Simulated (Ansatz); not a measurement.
**SnPbO3 in the cubic perovskite structure (space group Pm-3m, No. 221; a model cell, its experimental status unchecked)**

```yaml
crystal:
  lattice:
    - [4.21958, 0.00000, 0.00000]
    - [0.00000, 4.21958, 0.00000]
    - [0.00000, 0.00000, 4.21958]
  atoms:
    - { symbol: Sn, position: [0.00000, 0.00000, 0.00000] }
    - { symbol: Pb, position: [0.50000, 0.50000, 0.50000] }
    - { symbol: O, position: [0.00000, 0.50000, 0.50000] }
    - { symbol: O, position: [0.50000, 0.50000, 0.00000] }
    - { symbol: O, position: [0.50000, 0.00000, 0.50000] }
```

Method: Ansatz (a first-principles code) PBEsol, no SOC. Settings: 11×11×11 k-points, 0.05 eV Fermi–Dirac smearing.

```json
{
 "volume_per_atom": "15.03 Å³",
 "density": "8.26 g/cm³",
 "band_gap": "zero",
 "total_energy": "-3876.606 eV/atom (σ→0; compares only within this code and set-up)"
}
```

Whether these cells are dynamically stable was not tested. All final runs are without spin polarisation. Many cubic perovskites are stable only at high temperature; tilts and polar distortions were not tested.
